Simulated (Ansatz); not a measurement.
Computed with PBE (plane waves to 420 eV, PAW; Ansatz, an electronic-structure program).

Plane-averaged electrostatic potential energy along the normal, in eV from the Fermi level, for SiCl3 on the (100) surface of germanium (p(2x2) alternately buckled dimers; a constructed slab, bottom: dihydride, held), one in a cell of 66 Å², started at the site 'top Ge':

```tsv
z (Å)	V (eV)
5.37	4.40
5.65	4.40
5.93	4.40
6.21	4.40
6.50	4.40
6.78	4.40
7.06	4.40
7.34	4.40
7.63	4.39
7.91	4.37
8.19	4.34
8.47	4.24
8.75	4.01
9.04	3.46
9.32	1.91
9.60	-0.35
9.88	-0.84
10.17	-1.90
10.45	-3.31
10.73	-3.78
11.01	-3.26
11.30	-2.89
11.58	-3.17
11.86	-3.97
12.14	-4.19
12.43	-3.58
12.71	-3.13
12.99	-3.29
13.27	-4.02
13.56	-4.24
13.84	-3.62
14.12	-3.08
14.40	-3.21
14.69	-3.96
14.97	-4.27
15.25	-3.72
15.53	-3.13
15.81	-3.15
16.10	-3.86
16.38	-4.25
16.66	-3.79
16.94	-3.21
17.23	-3.16
17.51	-3.75
17.79	-4.12
18.07	-3.67
18.36	-2.96
18.64	-3.10
18.92	-3.94
19.20	-4.89
19.49	-5.34
19.77	-5.22
20.05	-4.43
20.33	-3.75
20.62	-2.88
20.90	-1.41
21.18	0.39
21.46	1.77
21.75	2.57
22.03	2.55
22.31	1.56
22.59	-0.04
22.88	-1.04
23.16	-0.87
23.44	0.06
23.72	1.20
24.00	2.14
24.29	2.76
24.57	3.48
24.85	4.21
25.13	4.56
25.42	4.69
25.70	4.73
25.98	4.75
26.26	4.76
26.55	4.76
26.83	4.76
27.11	4.76
27.39	4.76
27.68	4.76
27.96	4.76
28.24	4.76
28.52	4.76
```

Set-up: 44 atoms, 11.3 Å thick at the start with caps and adatoms under the adsorbate (thin: gaps and levels are the slab's own); mesh 3x3x1; 0.01 eV smearing; dipole correction on; 24 atoms held, the rest relaxed; start symmetry kept, larger cells not searched; spin-polarised, no spin-orbit, no U, no dispersion correction. The slab shows no gap over 0.04 eV on its mesh. The starting moment vanished. At the end it is bonded to Ge. In PBE it is, or lies within 0.03 eV of, the lowest of the starts that converged.

**Question.** The surface cell has an area of 66.36 Å². What dipole along the normal does the step between the two vacuum levels imply?

**Answer.** the top vacuum level lies 0.36 eV above the bottom one; p = −ε₀ A ΔV (ε₀ = 0.005526 e/(V·Å)) gives -0.13 e·Å a cell.
